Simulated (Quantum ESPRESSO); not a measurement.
**A short convergence ladder for TbHg (Pm-3m, 2 atoms in the cell)**

```
TbHg
1.0
    3.69275     0.00000     0.00000
    0.00000     3.69275     0.00000
    0.00000     0.00000     3.69275
Tb Hg
1 1
Direct
  0.50000   0.50000   0.50000
  0.00000   0.00000   0.00000
```
Moments meant for the start (each program seeds them in its own way; μB, in the order of the atoms Tb Hg): 6.0 0.0.

Base method: LDA (PZ), SSSP 1.1.2 efficiency (PBE) pseudopotentials (plane waves; Quantum ESPRESSO).

Base settings: ecutwfc = 60 Ry; ecutrho = 480 Ry; occupations = smearing; smearing = fermi-dirac; degauss = 0.0073499 Ry; nspin = 2; input_dft = pz; potentials = {Tb: Tb.GGA-PBE-paw-v1.0.UPF, Hg: Hg_ONCV_PBE-1.0.oncvpsp.upf}; K_POINTS = automatic 4 4 4 0 0 0; conv_thr = 1e-10 Ry.

**Zone-centre phonons against the cutoff**

In this ladder: ph.x.tr2_ph = 1e-14; ph.x.fildyn = dyn.G; dynmat.x.fildyn = dyn.G; dynmat.x.asr = crystal. Moved along: ecutrho.

The mesh stays at the base's, so the ladder's end is converged at best in this setting alone.

Frequencies are those of the unrelaxed cell, without the LO-TO term of polar crystals.

Only quantities that move along the ladder and can be compared are tabulated.

These are the values that this program gave, and no reference: phonons of magnets with augmentation charges are unreliable in this version.

| ecutwfc | highest zone-centre frequency (cm⁻¹) |
|---|---|
| 30 Ry | 67.7 |
| 42 Ry | 72.6 |
| 51 Ry | 72.6 |
| 60 Ry | 72.8 |

Coarsest ecutwfc that holds the highest zone-centre frequency within 1 cm⁻¹ of the last step, with all finer ones: 42 Ry; the step before is off by 5.2 cm⁻¹.

On the base run: the starting cell comes from a database of computed structures (which also holds hypothetical and non-ambient phases and stackings), without a prior relaxation at this level. Its lattice was rescaled by up to half a per cent. With one magnetic atom in the cell only a parallel order is possible. With U or open f shells several self-consistent states can exist. The f electrons are in the valence without U or exact exchange, which can misplace them near the Fermi level. Spin-orbit terms, which matter for f shells, are left out. In the base run, with a pressure of about -4 GPa the cell is away from its equilibrium volume at this level. Without a gap this mesh is coarse (it stands for a supercell whose shortest vector is 15 Å).
